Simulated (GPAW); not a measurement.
**Pressure against volume in hcp Cd (space group 194) (GPAW, PBE)**

```
CELL_PARAMETERS angstrom
      2.92701     0.00000     0.00000
     -1.46351     2.53487     0.00000
      0.00000     0.00000     5.52007
ATOMIC_POSITIONS crystal
  Cd 0.66667 0.33333 0.75000
  Cd 0.33333 0.66667 0.25000
```

Level of theory: PBE, GPAW PAW datasets PBE (gpaw-data 1.0.1) (plane waves; GPAW). Settings: mode = pw; ecut = 585 eV; xc = PBE; kpts = 22 22 11; mesh shift (steps) = 0 0 0; occupations.name = fermi-dirac; occupations.width = 0.05 eV; nbands = -6; convergence.forces = 0.001 eV/Å; symmetry.symmorphic = false; symmetry.tolerance = 0.0005; maxiter = 100. The cell above is the first row's. The rows scale it uniformly. In all rows fractional positions and the k mesh are held.

```csv
V (Å^3/atom),P (GPa)
20.478,6.04
20.924,4.41
21.369,2.97
21.814,1.72
22.259,0.63
22.704,-0.31
23.149,-1.11
23.595,-1.80
24.040,?
```

Taking a cubic for P over the 8 complete rows: With u = V - 22.0, the rows have u = -1.5220, -1.0760, -0.6310, -0.1860, 0.2590, 0.7040, 1.1490, 1.5950. Least squares gives P = 1.245 - 2.4739·u + 0.4009·u² - 0.02902·u³. Residuals (row less fit): -0.001, 0.003, -0.003, 0.001, -0.001, -0.002, 0.002, -0.001; standard error 0.003 (degrees of freedom: 4). The fitted pressure is zero at V0 = 22.55, where dP/dV = -2.059, so B0 = -V0·dP/dV = 46.4 GPa.

Q: Predict the withheld P at V = 24.040 from the fit, and compare with the calculation.

A: u = 2.0400, so P = 1.245 - 2.4739 × 2.0400 + 0.4009 × 2.0400² - 0.02902 × 2.0400³ = -2.380 GPa. The calculation gives -2.39 GPa, 0.010 GPa below the prediction (0.1 % of the range of P in the table). The row lies outside the fitted rows, so this is an extrapolation. From the scatter of the fitted rows alone, a prediction at this place has a standard error of 0.007 GPa, so the miss is 1.4 times that.

Carrying the step between the two nearest rows on in a straight line would have given -2.49, off by 0.10; series whose last step already gives the withheld value aren't shown. The scan was laid around a cell of about the measured size, scaled by a guess for this functional; axis ratios and inner coordinates come from that cell. The runs keep the symmetry of the cell, so they don't test it for distortions. The shape of the cell and the inner coordinates aren't relaxed, so V0 and B0 belong to this uniform scaling; a relaxed crystal lies no higher in energy and is usually softer. Cutoffs and mesh are single choices, not tested for convergence of this quantity. Series with a scatter that would blur these digits, or in which a gap closes, are not shown.
